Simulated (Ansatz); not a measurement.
Consider NbAgO3 in the cubic perovskite structure (space group Pm-3m, No. 221; a = 3.950 Å; a cell from a computed database, its experimental status unchecked).

It is then changed as follows: hydrostatic tension (pressure −2 GPa).

Levels (all Ansatz, a first-principles code, PAW, earlier PAW set): PBEsol (420 eV, scalar-relativistic without spin-orbit coupling); HSE06 (420 eV, spin-orbit coupling left out); PBEsol+SOC (420 eV, spin-orbit coupling included).

One geometry, relaxed with PBEsol, under each level:

```json
[
 {"level": "PBEsol", "band gap": "1.39 eV", "lowest conduction level above the VBM at special points": "X 1.39 eV; Γ 1.57 eV; R 3.34 eV", "pressure": "-2.00 GPa"},
 {"level": "HSE06", "band gap": "?", "lowest conduction level above the VBM at special points": "?", "pressure": "–"},
 {"level": "PBEsol+SOC", "band gap": "1.38 eV", "lowest conduction level above the VBM at special points": "X 1.38 eV; Γ 1.50 eV; R 3.32 eV; M 4.00 eV", "pressure": "-2.02 GPa"}
]
```

Problem. Give the withheld HSE06 results.

Solution. 
- HSE06, band gap: 2.71 eV
- HSE06, lowest conduction level above the VBM at special points: X 2.71 eV; Γ 2.84 eV; R 5.33 eV

Single points use the geometry relaxed with PBEsol. HSE06 gaps are upper bounds (no full band path). The spin-orbit shifts are approximate. Load acts through the strain it causes; cell and atoms are relaxed under it. Whether these cells are dynamically stable was not tested. Many cubic perovskites are stable only at high temperature; tilts and polar distortions were not tested.
